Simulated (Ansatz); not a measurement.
GaAs (F-43m), r2SCAN with spin-orbit coupling, rigid bands in Ansatz (an electronic-structure program): N_v = 1.19e19 cm⁻³ at 300 K and a hole conductivity mass of 0.401 mₑ.

Q: For 1e16 holes per cm³ at 300 K, place the Fermi level, estimate the Seebeck coefficient of a parabolic band with constant τ, and give mobility and conductivity for τ = 5 fs.

A: The level lies k_BT ln(N_v/p) = 0.183 eV above the valence-band maximum. S ≈ +(k_B/e)[ln(N_v/p) + 5/2] = 826 μV/K, against 830 μV/K from the full bands (mean over directions). μ = eτ/m = 21.9 cm²/(V·s) and σ = peμ = 0.0351 S/cm. τ is assumed, not computed.

Band transport and this doping are assumed; polarons and phonon drag are left out.
